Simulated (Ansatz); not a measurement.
Take Be in the hcp (Mg type) structure (space group P6_3/mmc, No. 194; a = 2.2552 Å, c = 3.5580 Å; relaxed with 0.1 eV smearing) as the base.

The values are results of Ansatz (a first-principles code) PBEsol, without spin-orbit coupling, not measurements.

For the base:

The pressure is 0.0 GPa and the band gap comes out as zero.

Now apply this change: the cell is scaled by 1.0150 in all directions, atoms relaxed at fixed cell.

Problem. Predict the new pressure.

Solution. The pressure (mean of the normal stresses, compression positive) goes from zero to -5.2 GPa.

Problem. Predict the new energy relative to the base.

Solution. The energy increases by 6.0 meV/atom.

Problem. Estimate the effect on the band gap.

Solution. The band gap remains zero.

The cells carry an imposed strain or load. Whether these cells are dynamically stable was not tested.
